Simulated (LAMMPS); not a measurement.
Pressure dependence of Cr (bcc) at 2830 K, from the melt.

Model: classical MD, pair style eam/cd, file FeCr.cdeam; code LAMMPS.

```tsv
P (GPa)	state	volume	coordination number	self-diffusion coefficient of Cr (not corrected for cell size)	viscosity
0	liquid	13.768 ± 0.002 Å³/atom	12.9 (counted to 3.50 Å)	(3.62 ± 0.06) × 10^-5 cm²/s	7 ± 1 mPa s
2	liquid	13.465 ± 0.002 Å³/atom	13.1 (counted to 3.50 Å)	(3.25 ± 0.04) × 10^-5 cm²/s	9 ± 1 mPa s
5	liquid	13.089 ± 0.002 Å³/atom	13.1 (counted to 3.46 Å)	(2.805 ± 0.009) × 10^-5 cm²/s	10 ± 1 mPa s
```

Caution: a run this short can hold a crystal over, or a liquid under, the potential's own melting point, which these runs don't give.

Estimate the isothermal bulk modulus at zero pressure. A parabola P(ln V) through the three points gives −dP/d ln V = 83 GPa at zero pressure.

States go by the mean squared displacement: a species diffuses where it passes 1.5 Å², still rises and gives D over 1e-6 cm²/s; a crystal has left its structure where atoms lie 0.35 Å off their sites on average or a cubic box changes its shape by 3 %, or the axial ratios of another lie 8 % off the starting cell's, which the potential's own relaxation can also do.

Errors of D are the spread over four groups of atoms in one short run; a floor of about 5 %, a picked value, is safer.

The ± values are statistical; the model's systematic error is not in them.
